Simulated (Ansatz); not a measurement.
**Fermi-surface data of WC under load (space group P-6m2)**

Here is the system:

```
CELL_PARAMETERS angstrom
      2.90006     0.00000     0.00000
     -1.45003     2.51152     0.00000
      0.00000     0.00000     2.82225
ATOMIC_POSITIONS crystal
  W  0.00000 0.00000 0.00000
  C  0.66667 0.33333 0.50000
```

The numbers are results of PBEsol, rigid bands (plane waves, PAW, scalar-relativistic; Ansatz, a first-principles code), not measurements. Condition of this run: uniaxial stress zz = 2 GPa (compression positive) (the target of the relaxation). Geometry: cell and atoms relaxed with PBEsol, then loaded as said.

* **density of states at the Fermi level**: 0.301 states/(eV·cell), both spins
* **bare Sommerfeld coefficient**: 0.35 mJ/(mol of atoms·K²)
* **Drude plasma energy**: 3.4 (x), 3.4 (y), 3.2 (z) eV
* **root-mean-square Fermi velocity**: 5.4e5 m/s
* **resistivity times τ**: 43 (x), 43 (y), 47 (z) ×10⁻²² Ω·m·s

A metal at this level (no band gap); rigid bands, thermally averaged at 300 K, both spins. Spin-orbit coupling is left out, which matters with elements this heavy. τ is one relaxation time for all states.
